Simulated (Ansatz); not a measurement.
The starting structures come from a database of crystals and need not be the phases stable at ambient conditions.

 Where the default PAW files enter, the runs use the earlier of Ansatz's two default sets.

Inside the gap of an insulator the Bloch states are evanescent, with a wavenumber k + iκ along the transport direction.

Given:

```xyz
12
Lattice="6.8344 0.0000 0.0000 3.4172 8.3797 0.0000 3.4172 -1.3935 3.1201" Properties=species:S:1:pos:R:3 pbc="T T T"
Te     6.8344     3.5704     1.3870
Te    10.0620     5.2396     2.3401
Te     6.8344    -0.0773     0.1730
Te     3.6067     1.7465     0.7800
O     10.6648     1.3647     2.8570
O      8.8865     4.1166     1.3859
O      9.8382     6.5314     0.6696
O      4.7822     0.2864     0.5806
O      4.7822     3.2067     0.9795
O      7.2477     0.7349     1.8233
O      5.4693     7.7562     0.1742
O      6.4210     5.3414     0.8905
```

Space group of this cell: P4_12_12. The cell is taken as given.

Transport runs along the normal of the first two printed cell vectors, the (111) plane of the conventional cell.

No gap correction and no spin-orbit coupling; mid-gap values are interpolated between computed energies.

Predict the band gap and the smallest decay constant κ at mid-gap from r2SCAN (Ansatz, a program for electronic structure).

Gap 3.48 eV on a 10×10×10 mesh; κ = 0.354 1/Å, at the zone centre.
